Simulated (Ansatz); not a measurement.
The reference is Sn in the diamond structure (space group Fd-3m, No. 227; a = 6.6558 Å).

(Cell as relaxed with PBE.)

Levels (all Ansatz, an electronic-structure program, PAW, earlier PAW set): PBE (420 eV, scalar-relativistic without spin-orbit coupling); r2SCAN (500 eV, no SOC).

Each level relaxes its own structure.

| base | PBE | r2SCAN |
|---|---|---|
| volume per atom | 36.86 Å³ | 35.42 Å³ |
| lattice parameter a | 12.578 bohr | 12.412 bohr |
| band gap | zero | zero |

Now apply this change: cell and atoms relaxed at a pressure of 15 GPa.

| quantity | PBE | r2SCAN |
|---|---|---|
| gap character | indirect, Γ → L | indirect, Γ → Γ–X (77 % along) |
| band gap | 0.26 eV | 0.47 eV |
| volume per atom | 29.10 Å³ | 28.68 Å³ |

They disagree on the gap character; PBE's band gap lies 0.218 eV below r2SCAN's; PBE's volume per atom lies 0.414 Å³ above r2SCAN's (1.4 %). Neither level is exact; r2SCAN is the comparison here, not a measurement.

Load acts through the strain it causes; cell and atoms are relaxed under it. Stability against distortions was not tested. Tetrahedral semiconductors of this kind turn to denser phases somewhere between about 1 and 50 GPa; those were not computed, so compressed cells here can lie past the real transition. The zero or small gap of Sn can change with the level of theory.
